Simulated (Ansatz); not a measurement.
The reference is Mg2Ge in the anti-fluorite structure (space group Fm-3m, No. 225; a = 6.421 Å).

Modification: a hydrostatic pressure of 0.3 GPa.

All numbers come from Kohn–Sham DFT with the PBE functional, run in Ansatz (a program for electronic structure) with PAW and 420 eV plane waves, no SOC.

Base, band edges from the VBM (valence, conduction): X -1.98, 0.17; W -2.65, 2.77; L -0.73, 0.94; Γ 0.00, 0.95; K -1.65, 0.71; U -1.65, 0.71 eV.

Give the band edges at the high-symmetry points of the new zone, measured from its valence-band maximum.


```json
[
 {"point": "Γ", "valence edge (eV)": "0.00", "conduction edge (eV)": "0.98"},
 {"point": "X", "valence edge (eV)": "-1.99", "conduction edge (eV)": "0.16"},
 {"point": "U", "valence edge (eV)": "-1.66", "conduction edge (eV)": "0.71"},
 {"point": "K", "valence edge (eV)": "-1.66", "conduction edge (eV)": "0.71"},
 {"point": "L", "valence edge (eV)": "-0.73", "conduction edge (eV)": "0.96"},
 {"point": "W", "valence edge (eV)": "-2.67", "conduction edge (eV)": "2.77"}
]
```

The gap is 0.16 eV, indirect, Γ → X.

Load acts through the strain it causes; cell and atoms are relaxed under it. No phonon test of stability was made. The zero or small gap of Mg2Ge can change with the level of theory.
